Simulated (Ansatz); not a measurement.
AlP (model structure, within 0.1 Å of P6₄22, No. 181, 6 atoms in the cell) was calculated with HSE06 in Ansatz (PAW).

Settings: plane-wave cutoff 460 eV, 6×6×4 k mesh (along the axes of the cell as run), Fermi–Dirac smearing 0.01 eV, scalar-relativistic PAW data made under PBE.

Cell (relaxed with PBEsol):

AlP is modelled in the hexagonal space group P6₄22 (No. 181), Pearson symbol hP6. Cell: a = b = 3.821 Å, c = 8.632 Å, α = β = 90.00°, γ = 120.00°. Al on 3c is coordinated by 4 P at 2.392 Å. P on 3d sees 4 Al at 2.392 Å. (Neighbours: up to the widest gap in distance over summed covalent radii, below 1.35, at either atom; cation-cation and far metal-metal contacts left out.)

Problem. Predict the band gap, smallest direct gap on the k points sampled and Γ–Γ gap.

Solution. 
- band gap: 1.56 eV (on the SCF k mesh) (indirect)
- smallest direct gap on the k points sampled: 2.75 eV
- Γ–Γ gap: 2.86 eV

Note: cell and atoms aren't relaxed at this level (pressure 0.4 GPa).

Static lattice: no zero-point or thermal effects.

The result took very roughly 4 core-minutes.

A model structure was made by putting elements into a prototype or built by hand; it is no filed structure, need not be a known phase, and can be a saddle point held by its symmetry.

Ansatz is an electronic-structure program.
